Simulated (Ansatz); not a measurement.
NiSi2 under a change: 1 layer

Base system: NiSi2 (space group Fm-3m, No. 225; a = 5.387 Å; non-magnetic). Axes: x, y, z lie along the cube axes.

One thing is altered: a free-standing slab of 1 layer (3 atoms, 3 a layer) is cut normal to [111], with 15 Å of vacuum and the in-plane cell held at bulk.

Method: plane-wave PAW DFT at the r2SCAN level (Ansatz, a first-principles code, 500 eV), scalar-relativistic without spin-orbit coupling. Γ-centred 14×14×1 mesh, Fermi–Dirac width 0.05 eV, for the changed cell.

- Layer's space group (with vacuum) = P-3m1 (No. 164)
- Shortest interatomic distance = 2.264 Å (base 2.333 Å)
- Band gap = zero (base zero)
- Thickness between the outermost nuclei = 1.07 Å
- Change of the spacing d12 from its bulk value of 0.778 Å = -30.9 %

Final structure:

```xyz
3
Lattice="3.8092 0.0000 0.0000 1.9046 3.2988 0.0000 0.0000 0.0000 16.5551" Properties=species:S:1:pos:R:3 pbc="T T T"
Si     2.8569     0.5498     7.7404
Ni     0.9523    -0.5498     8.2775
Si     4.7615     1.6494     8.8146
```

Cost of the whole job for the changed cell (relaxation, final SCF and bands): about 2.0 core-minutes (a rough figure).

No phonon test of stability was made. Seeded moments were not kept for the base. All final runs are without spin polarisation.
